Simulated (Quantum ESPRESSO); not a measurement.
**Zone-centre phonon calculation of BaAu2 (P6/mmm, 3 atoms in the cell) at several settings**

```xyz
3
Lattice="4.8040 0.0000 0.0000 -2.4020 4.1604 0.0000 0.0000 0.0000 4.1190" Properties=species:S:1:pos:R:3 pbc="T T T"
Ba     0.0000     0.0000     0.0000
Au     0.0000     2.7736     2.0595
Au     2.4020     1.3868     2.0595
```

Base: LDA (PZ), GBRV 1.5 ultrasoft (LDA) pseudopotentials in Quantum ESPRESSO 7.5. Its settings: ecutwfc = 40 Ry; ecutrho = 320 Ry; occupations = smearing; smearing = methfessel-paxton; degauss = 0.0073499 Ry; potentials = {Ba: ba_lda_v1.uspp.F.UPF, Au: au_lda_v1.uspp.F.UPF}; K_POINTS = automatic 6 6 6 0 0 0; conv_thr = 1e-11 Ry. Starting volume 27.44 Å³ per atom.

Each line gives the change from the base single point and the result:

- K_POINTS: automatic 6 6 6 0 0 0 → automatic 3 3 3 0 0 0; ph.x.tr2_ph: default → 1e-14; ph.x.fildyn: default → dyn.G; dynmat.x.fildyn: default → dyn.G; dynmat.x.asr: default → simple: pressure -3.07 GPa; zone-centre frequencies (cm⁻¹; negative means imaginary) 0, 0, 0, 58, 77, 79, 79, 107, 107.
- ph.x.tr2_ph: default → 1e-14; ph.x.fildyn: default → dyn.G; dynmat.x.fildyn: default → dyn.G; dynmat.x.asr: default → simple: zone-centre frequencies (cm⁻¹; negative means imaginary) 0, 0, 0, 49, 79, 79, 83, 105, 105.
- ecutwfc: 40 Ry → 28 Ry; ecutrho: 320 Ry → 224 Ry; ph.x.tr2_ph: default → 1e-14; ph.x.fildyn: default → dyn.G; dynmat.x.fildyn: default → dyn.G; dynmat.x.asr: default → simple: pressure -2.90 GPa; zone-centre frequencies (cm⁻¹; negative means imaginary) 0, 0, 0, 49, 79, 79, 83, 105, 105.

The starting cell comes from a database of published, mostly measured structures (it also holds non-ambient and calculated ones), without a prior relaxation at this level.

Frequencies and response belong to this unrelaxed cell, and polar modes hold no LO-TO splitting.
